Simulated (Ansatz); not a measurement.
We consider LiNbO3 (R-3c, No. 167, 10 atoms in the cell; start COD 2101178; high-temperature phase), described by r²SCAN in Ansatz (plane waves, PAW).

Numerical settings: plane-wave cutoff 560 eV, 8×8×8 k mesh, Fermi–Dirac smearing 0.01 eV, no spin polarisation, scalar-relativistic PAW data made under PBE.

Cell (relaxed at this level):

LiNbO₃ has the trigonal space group R-3c, hexagonal axes (No. 167), Pearson symbol hR10. Lattice parameters: a = b = 5.1846 Å, c = 13.6890 Å, α = β = 90.00°, γ = 120.00°. Nb on 6b sees 6 O at 1.985 Å (octahedral). O on 18e has 1 Li at 1.962 Å and 2 Nb at 1.985 Å. Li on 6a sees 3 O at 1.962 Å (trigonal planar). (Neighbours: up to the widest gap in distance over summed covalent radii, below 1.35, at either atom; cation-cation and far metal-metal contacts left out.)
(The calculation used a cell of 10 atoms; values per cell refer to that cell.)

Task: What does this level give for the band gap and bulk modulus B0?

Result: 
band gap: 2.98 eV (on the SCF k mesh)
bulk modulus B0: 159 GPa

Note: the relaxation could not lower the start's symmetry, so the cell can be a saddle point above a distorted one; the bulk modulus is −V dP/dV from two relaxed cells at ±2 % in volume.

Spin–orbit coupling is not included.

The computed numbers hold no vibrational or temperature effects.

Computing time: very roughly 5 core-minutes.

Ansatz is a program for electronic structure.
